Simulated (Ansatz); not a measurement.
The starting structures come from a database of crystals and need not be the phases stable at ambient conditions.

By PBEsol, the system below comes out a metal.

Without scattering a metal conducts by its projected Fermi surface.

Here is the system:

```
CELL_PARAMETERS angstrom
      5.41074     0.00000     0.00000
     -2.70537     4.68584     0.00000
      2.70537     1.56195     2.20892
ATOMIC_POSITIONS crystal
  Ti 0.00000 0.00000 0.00000
  Rh 0.00000 0.50000 0.00000
  Rh 0.50000 0.50000 0.00000
  Rh 0.50000 0.00000 0.00000
```

The cell is taken as given; by PBEsol it stands under a pressure of -5.1 GPa.

The current flows along the normal of the first two printed cell vectors, the (111) plane of the conventional cell. No spin-orbit coupling; the value is a mean over 0.1 eV about the Fermi level.

### Question
Predict the ballistic conductance per area from Ansatz (a first-principles code) with PBEsol.

### Answer
1.1 × 10¹⁵ S/m² for both spins.
